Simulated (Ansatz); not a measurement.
We consider TaTe (model structure, Pmma, No. 51, 4 atoms in the cell), described by r²SCAN in Ansatz (plane waves, PAW).

Run with plane-wave cutoff 560 eV, 12×16×12 k mesh (along the axes of the cell as run), Fermi–Dirac smearing 0.05 eV, scalar-relativistic PAW data made under PBE.

Cell (relaxed at this level):

TaTe has the orthorhombic space group Pmma (No. 51), Pearson symbol oP4. Conventional cell: a = 4.788 Å, b = 3.402 Å, c = 4.907 Å, α = β = γ = 90.00°. Ta on 2e sees 8 Te at 2.884–3.089 Å and 2 Ta at 3.205 Å and 2 Ta at 3.402 Å. Te on 2f sees 8 Ta at 2.884–3.089 Å and 6 Te at 3.376–3.480 Å. (Neighbours: up to the widest gap in distance over summed covalent radii, below 1.35, at either atom; cation-cation and far metal-metal contacts left out.)

Q: Estimate the bulk modulus B0 that the calculation returns.

A: 
bulk modulus B0: 69.0 GPa

The run finds no gap.

Note: the bulk modulus is −V dP/dV from two relaxed cells at ±2 % in volume; the relaxation could raise the start's symmetry but not lower it, so the cell can be a saddle point.

Spin–orbit coupling is not included; it can open a gap where bands touch, and shift volumes and moduli.

Computed values are for the static lattice.

The result took around 26 core-minutes (rough).

A model structure was made by putting elements into a prototype or built by hand; it is no filed structure, need not be a known phase, and can be a saddle point held by its symmetry.

Ansatz is a quantum-chemistry and plane-wave program.
